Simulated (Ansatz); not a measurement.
The starting structures come from a database of crystals and need not be the phases stable at ambient conditions.

 Where the default PAW files enter, the runs use the earlier of Ansatz's two default sets.

The decay constant κ of evanescent states in the gap governs leakage through a thin film.

Here is the system:

```
CELL_PARAMETERS angstrom
      4.95225     0.00000     0.00000
      2.47612     5.62418     0.00000
      2.47613     1.09015     4.14791
ATOMIC_POSITIONS crystal
  Cd 0.00000 0.00000 0.00000
  Cd 0.50000 0.50000 0.50000
  C  0.25000 0.25000 0.25000
  C  0.75000 0.75000 0.75000
  O  0.51063 0.25000 0.25000
  O  0.48937 0.75000 0.75000
  O  0.98937 0.25000 0.51063
  O  0.01063 0.75000 0.48937
  O  0.25000 0.25000 0.98937
  O  0.75000 0.75000 0.01063
```

Space group of this cell: R-3c. The cell is taken as given; by r2SCAN its mean pressure is -1.3 GPa.

Transport runs along the normal of the first two printed cell vectors, the (101) plane of the conventional cell.

The gap is the functional's own. No spin-orbit coupling. Mid-gap values are interpolated on the energy grid.

Task: Give the band gap and the smallest decay constant κ at mid-gap that r2SCAN (Ansatz, a first-principles code) yields.

Result: Gap 3.44 eV on a 8×8×8 mesh; κ = 0.374 1/Å, at the zone centre.
